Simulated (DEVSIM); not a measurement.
Structure: Schottky contact on n-type Si, at 300 K.

Layer 1 from the left is Si, thickness (μm) 2.80, Nd (cm⁻³) 1.9e16, τn (s) 1.1e-7, τp (s) 1.1e-7.

Left contact: Schottky, work function 4.61 eV, emission velocity 7.6e6 cm/s. Right contact: ohmic. Voltage is applied to the left contact. Recombination: SRH at mid-gap, Auger. Gap narrowing is on: ΔEg = 6.92 meV × (l + √(l² + 0.5)), l = ln(N/1.3e17 cm⁻³), shared equally by both band edges. Mobility is constant in doping.

Constants are typed, rounded textbook-type inputs, not results; the design itself was drawn at random and stands for no fabricated device. Values at 300 K.

Si: gap (eV) 1.124, affinity (eV) 4.05, permittivity 11.7, Nc (cm⁻³) 2.86e19, Nv (cm⁻³) 3.1e19, μn (cm²/Vs) 1417, μp (cm²/Vs) 470, Cn (cm⁶/s) 2.8e-31, Cp (cm⁶/s) 9.9e-32.

DEVSIM, 1D drift-diffusion, Boltzmann statistics, complete ionisation; no tunnelling, impact ionisation, image-force lowering or self-heating. Metal contacts follow the ideal Schottky-Mott rule: no Fermi-level pinning, no interface dipoles.

Dark forward current:

```csv
|V| (V),|J| (A/cm²)
0.05,0.07219
0.10,0.5634
0.15,3.864
0.20,24.74
0.25,127.4
0.30,413.6
0.35,874.6
0.40,1440
0.45,2063
```

### Question
Work out the local ideality factor n = ΔV / (kT/q · ln(J2/J1)) between the rows 0.15 and 0.20 V, 0.40 and 0.45 V.

### Answer
kT/q = 25.85 mV. From 0.15 to 0.20 V: ln(24.74/3.864) = 1.857, n = 1.04, near the 1 of diffusion or emission over a barrier. From 0.40 to 0.45 V: ln(2063/1440) = 0.360, n = 5.38; the layers' resistance at their doping, Σ W/(qμN) = 6.5e-5 Ω cm², would take 40 mV of this step of 50 mV.

### Question
Estimate the current at 0.15 V for emission alone, J0 = q v N_band exp(−φB/kT), and read the barrier back from the simulated current.

### Answer
φB = 0.560 eV, N_band = 2.86e19 cm⁻³, J0 = 0.0136 A/cm²; J = J0 (exp(qV/kT) − 1) = 4.49 A/cm². The simulation gives 3.86 A/cm²; the estimate lies 16 % above. Read backwards, the simulated current gives an apparent barrier of 0.564 eV. The estimate leaves out transport through the depletion region and minority injection.
